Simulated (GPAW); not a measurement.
Band structure of HgTe (F-43m, 2 atoms in the cell).

```yaml
crystal:
  lattice:
    - [0.00000, 3.28846, 3.28846]
    - [3.28846, 0.00000, 3.28846]
    - [3.28846, 3.28846, 0.00000]
  atoms:
    - { symbol: Hg, position: [0.00000, 0.00000, 0.00000] }
    - { symbol: Te, position: [0.25000, 0.25000, 0.25000] }
```

Computed with PBE, GPAW PAW datasets PBE (gpaw-data 1.0.1) (plane waves; GPAW).

Settings: mode = pw; ecut = 550 eV; xc = PBE; kpts = 9 9 9; mesh shift (steps) = 0 0 0; occupations.name = fermi-dirac; occupations.width = 0.05 eV; nbands = -10; symmetry.symmorphic = false; symmetry.tolerance = 0.0005; maxiter = 150; bandpath_npoints = 40.

The starting cell has typed, rounded lattice constants, without a prior relaxation at this level. Its lattice was rescaled by a random factor within 2.5 % of one. Spin-orbit coupling is off. The run gives no clean gap (levels at the Fermi energy touch, overlap or are partly filled at this smearing), which alone does not show that the compound is a metal.

Levels in eV from the Fermi level, bands 9 to 16:
```csv
point,9,10,11,12,13,14,15,16
Γ,-6.79,-0.78,-0.07,-0.07,-0.07,4.28,4.28,4.28
X,-6.38,-5.16,-2.12,-2.12,1.92,2.56,7.98,8.62
W,-6.24,-5.20,-2.46,-2.40,3.01,4.61,5.22,6.19
K,-6.30,-5.16,-2.72,-1.77,2.25,3.98,6.96,7.08
L,-6.50,-5.16,-0.96,-0.96,0.72,5.04,5.04,6.77
U,-6.30,-5.16,-2.72,-1.77,2.25,3.98,6.96,7.08
```

Bands cross the Fermi level along this path, so the cell is metallic at this level.
